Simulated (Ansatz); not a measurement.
How the formation enthalpy of HfO₂ (model structure, started from the CdI2 type, P-3m1, No. 164, 3 atoms in the cell) moves with the method

No measured value is used here.

```
level (code)         value (eV/atom)
-------------------  ---------------
PBE (Ansatz)                  -3.233
PBEsol (Ansatz)               -3.290
PBE-D3(BJ) (Ansatz)              ___
```

Q: Complete the blanks.

A: 
- PBE-D3(BJ) (Ansatz, a quantum-chemistry and plane-wave program), value (eV/atom): -3.248

Density-functional levels without +SOC have no spin–orbit coupling, which shifts binding energies of heavy elements. Each level is taken at its own relaxed cell. Ansatz's density-functional and Hartree–Fock values are scalar-relativistic unless marked +SOC, with PAW data made under PBE.

A model structure was made by putting elements into a prototype or built by hand; it is no filed structure, need not be a known phase, and can be a saddle point held by its symmetry.
